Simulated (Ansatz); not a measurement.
The parent structure is AgCl in the rock salt structure (space group Fm-3m, No. 225).

```yaml
crystal:
  lattice:
    - [0.00000, 2.80575, 2.80575]
    - [2.80575, 0.00000, 2.80575]
    - [2.80575, 2.80575, 0.00000]
  atoms:
    - { symbol: Ag, position: [0.00000, 0.00000, 0.00000] }
    - { symbol: Cl, position: [0.50000, 0.50000, 0.50000] }
```

Level of theory: PBE/PAW in Ansatz (a first-principles code), spin-orbit coupling left out.

For the base:

| Quantity | Result |
|---|---|
| Electron mass | 0.27 mₑ (at Γ) |
| Valley order | Γ 0.92 eV; X along ⟨100⟩ 2.43 eV |
| Smallest direct gap | 2.88 eV |

Perturbation: the cell is scaled by 0.9700 in all directions; the atoms relax in the strained cell.

Problem. How does this affect the electron mass, valley order and smallest direct gap?

Solution. The electron mass changes from 0.27 mₑ (at Γ) to 0.26 mₑ (at Γ); the valley order (the lowest conduction-band minima on the path, energy above the VBM, named in the base's zone) goes from Γ 0.92 eV; X along ⟨100⟩ 2.43 eV to Γ 0.90 eV; X along ⟨100⟩ 2.28 eV; the smallest direct gap rises by 0.302 eV (2.88 eV → 3.19 eV).

Effective masses come from finite differences of ±0.01 Å⁻¹. No phonon test of stability was made.
